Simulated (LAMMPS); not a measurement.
Simulation of Si (diamond structure), 1728 atoms, at 200 K and 0 GPa, heated as the crystal.

Model: classical MD, pair style tersoff/mod/c, file Si.tersoff.modc; code LAMMPS.

The state found is crystal; no diffusion seen in 30 ps and the density is 2.3162 ± 0.0001 g/cm³. The volume per atom is 20.1352 ± 0.0001 Å³, the enthalpy per atom is -4.5773 ± 0.0001 eV and the first peak of g(r) is 2.35 Å, height 11.0. The coordination number is 4.00 (counted to 3.06 Å). The most common Si-Si-Si angle comes out as in the 3° bin centred on 109.5° (mean of all 109°) and the mean frequency of the velocity spectrum is 11.7 THz. The cost comes out as very roughly 5 core-minutes.

Potential: file Si.tersoff.modc of the LAMMPS distribution.

States go by the mean squared displacement: a species diffuses where it passes 1.5 Å², still rises and gives D over 1e-6 cm²/s; a crystal has left its structure where atoms lie 0.35 Å off their sites on average or a cubic box changes its shape by 3 %.

The ± values are statistical; the model's systematic error is not in them.

| angle (°) | probability per degree, Si-Si-Si |
|---|---|
| 97.50 | 0.0000 |
| 100.5 | 0.0001 |
| 103.5 | 0.0051 |
| 106.5 | 0.0738 |
| 109.5 | 0.1801 |
| 112.5 | 0.0701 |
| 115.5 | 0.0040 |
| 118.5 | 0.0000 |

| r (Å) | g(r) |
|---|---|
| 2.180 | 0.000 |
| 2.220 | 0.014 |
| 2.260 | 0.510 |
| 2.300 | 4.43 |
| 2.340 | 11.0 |
| 2.380 | 9.27 |
| 2.420 | 3.20 |
| 2.460 | 0.445 |
| 2.500 | 0.029 |
| 2.540 | 0.001 |
| 2.580 | 0.000 |
| 2.620 | 0.000 |
| 2.660 | 0.000 |
| 2.700 | 0.000 |
| 2.740 | 0.000 |
| 2.780 | 0.000 |
| 2.820 | 0.000 |
| 2.860 | 0.000 |
| 2.900 | 0.000 |
| 2.940 | 0.000 |
| 2.980 | 0.000 |
| 3.020 | 0.000 |
| 3.060 | 0.000 |
| 3.100 | 0.000 |
| 3.140 | 0.000 |
| 3.180 | 0.000 |
| 3.220 | 0.000 |
| 3.260 | 0.000 |
| 3.300 | 0.000 |
| 3.340 | 0.000 |
| 3.380 | 0.000 |
| 3.420 | 0.000 |
| 3.460 | 0.000 |
| 3.500 | 0.000 |
| 3.540 | 0.000 |
| 3.580 | 0.000 |
| 3.620 | 0.005 |
| 3.660 | 0.056 |
| 3.700 | 0.357 |
| 3.740 | 1.60 |
| 3.780 | 4.54 |
| 3.820 | 8.14 |
| 3.860 | 8.80 |
| 3.900 | 5.82 |
| 3.940 | 2.41 |
| 3.980 | 0.617 |
| 4.020 | 0.111 |
| 4.060 | 0.009 |
| 4.100 | 0.002 |
| 4.140 | 0.000 |
| 4.180 | 0.000 |
| 4.220 | 0.000 |
| 4.260 | 0.003 |
| 4.300 | 0.027 |
| 4.340 | 0.167 |
| 4.380 | 0.724 |
| 4.420 | 2.13 |
| 4.460 | 4.33 |
| 4.500 | 5.83 |
| 4.540 | 5.34 |
| 4.580 | 3.27 |
| 4.620 | 1.33 |
| 4.660 | 0.377 |
| 4.700 | 0.073 |
| 4.740 | 0.013 |
| 4.780 | 0.002 |
| 4.820 | 0.000 |
| 4.860 | 0.000 |
| 4.900 | 0.000 |
| 4.940 | 0.000 |
| 4.980 | 0.000 |
| 5.020 | 0.000 |
| 5.060 | 0.000 |
| 5.100 | 0.000 |
| 5.140 | 0.000 |
| 5.180 | 0.000 |
| 5.220 | 0.009 |
| 5.260 | 0.048 |
| 5.300 | 0.209 |
| 5.340 | 0.618 |
| 5.380 | 1.30 |
| 5.420 | 1.88 |
| 5.460 | 1.86 |
| 5.500 | 1.31 |
| 5.540 | 0.615 |
| 5.580 | 0.220 |
| 5.620 | 0.049 |
| 5.660 | 0.009 |
| 5.700 | 0.006 |
| 5.740 | 0.034 |
| 5.780 | 0.198 |
| 5.820 | 0.740 |
| 5.860 | 1.91 |
| 5.900 | 3.18 |
| 5.940 | 3.47 |
| 5.980 | 2.50 |
| 6.020 | 1.17 |
| 6.060 | 0.375 |
| 6.100 | 0.079 |
| 6.140 | 0.012 |
| 6.180 | 0.001 |
